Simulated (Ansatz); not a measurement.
Take WSi$_{2}$ (space group I4/mmm, No. 139; a = 3.185 Å, c = 7.773 Å; relaxed with 0.1 eV smearing) as the base. Axes: x, y, z lie along a, b, c of the conventional cell.

Structures relaxed with LDA, PAW, 420 eV (Ansatz, a first-principles code; no spin-orbit coupling).

Base:

Simulated powder pattern, Cu Kα1, λ = 1.54056 Å (kinematic, ideal powder, no thermal factors, no anomalous dispersion; the 8 strongest lines at most, above 2 %, up to 2θ = 90°):

```json
[
 {"2θ (°)": "22.86", "I/Imax (%)": "50", "hkl": "(002)"},
 {"2θ (°)": "30.30", "I/Imax (%)": "100", "hkl": "(101)"},
 {"2θ (°)": "40.00", "I/Imax (%)": "59", "hkl": "(110)"},
 {"2θ (°)": "45.07", "I/Imax (%)": "84", "hkl": "(103)"},
 {"2θ (°)": "46.57", "I/Imax (%)": "33", "hkl": "(112)"},
 {"2θ (°)": "57.85", "I/Imax (%)": "20", "hkl": "(200)"},
 {"2θ (°)": "66.70", "I/Imax (%)": "23", "hkl": "(211)"},
 {"2θ (°)": "76.21", "I/Imax (%)": "37", "hkl": "(213)"}
]
```

After one change:

Simulated powder pattern, Cu Kα1, λ = 1.54056 Å (kinematic, ideal powder, no thermal factors, no anomalous dispersion; the 8 strongest lines at most, above 2 %, up to 2θ = 90°):

```csv
2θ (°),I/Imax (%)
22.82,50
30.42,100
40.21,58
45.11,84
46.73,33
58.17,20
67.06,23
76.51,37
```

Q: Name the change that was made.
A. biaxial strain −3.00 %, plane normal [001], relaxed out of plane
B. biaxial strain +1.50 %, plane normal [001], relaxed out of plane
C. biaxial strain −2.00 %, plane normal [001], relaxed out of plane
D. biaxial strain −0.50 %, plane normal [001], relaxed out of plane

A: D, biaxial strain −0.50 %, plane normal [001], relaxed out of plane. Its volume per atom is 13.04 Å³ against 13.14 Å³, and its space group is I4/mmm (No. 139).

Stability against distortions was not tested. The final runs are not spin-polarised.
